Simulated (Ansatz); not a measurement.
Take SiC (space group P6_3mc, No. 186; a = 3.094 Å, c = 10.129 Å) as the base.

Level of theory: PBE in Ansatz (plane waves to 420 eV, PAW, no SOC).

For the base:

Shortest interatomic distance: 1.893 Å
Smallest direct gap: 3.34 eV

Modification: a hydrostatic pressure of 9 GPa.

Task: Predict the new shortest interatomic distance.

Result: The shortest interatomic distance shrinks by 0.024 Å to 1.869 Å.

Task: How does this affect the smallest direct gap?

Result: The smallest direct gap goes up by 0.02 eV to 3.36 eV.

Load acts through the strain it causes; cell and atoms are relaxed under it. No phonon test of stability was made. Competing high-pressure phases were not computed.

Ansatz is an electronic-structure program.
